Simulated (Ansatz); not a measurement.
## Evanescent states of InP (F-43m, zinc blende, 2 atoms a cell, 25.7 Å³ an atom) along the normal of (110)

All values below come from r2SCAN (plane waves, PAW; Ansatz, a first-principles code).

No gap correction and no spin-orbit coupling; mid-gap is the computed energy nearest the middle.

Energies count from the valence-band top; κ is the least over a 8×6 mesh across the current.

```csv
E (eV),κ (1/Å),where
0.04,0.024,Γ
0.10,0.040,Γ
0.17,0.050,Γ
0.24,___,Γ
0.32,___,Γ
0.39,___,Γ
0.46,___,Γ
0.53,___,Γ
0.59,___,Γ
0.67,___,Γ
0.73,___,Γ
0.81,___,Γ
0.88,0.051,Γ
0.94,0.040,Γ
1.01,0.020,Γ
```

Question: What belongs in the gaps?

Answer: 
- 0.24, κ (1/Å): 0.057
- 0.32, κ (1/Å): 0.062
- 0.39, κ (1/Å): 0.065
- 0.46, κ (1/Å): 0.067
- 0.53, κ (1/Å): 0.068
- 0.59, κ (1/Å): 0.067
- 0.67, κ (1/Å): 0.066
- 0.73, κ (1/Å): 0.063
- 0.81, κ (1/Å): 0.058
